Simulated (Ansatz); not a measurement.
Take HfO2 (space group P4_2/nmc, No. 137; a = 3.577 Å, c = 5.204 Å) as the base.

Method: r2SCAN (Ansatz, a program for electronic structure; PAW; 500 eV plane waves; scalar-relativistic without spin-orbit coupling), earlier PAW set.

For the base:

The volume per atom is 11.10 Å³ and the electron mass comes out as 1.0 mₑ along c, 0.89 mₑ across (at Γ).

The change: a hydrostatic pressure of 7.5 GPa.

Question: Predict the new volume per atom.

Answer: The volume per atom falls by 0.382 Å³ to 10.71 Å³.

Question: How does this affect the electron mass?

Answer: The electron mass changes from 1.0 mₑ along c, 0.89 mₑ across (at Γ) to 1.0 mₑ along c, 0.84 mₑ across (at Γ).

With Hf present, leaving out spin-orbit coupling can change the band edges. The levels and masses belong to the bands next to the band gap. Load acts through the strain it causes; cell and atoms are relaxed under it. Effective masses come from finite differences of ±0.01 Å⁻¹. Whether these cells are dynamically stable was not tested. Competing high-pressure phases were not computed. This is not the structure that HfO2 has at room temperature and ambient pressure.
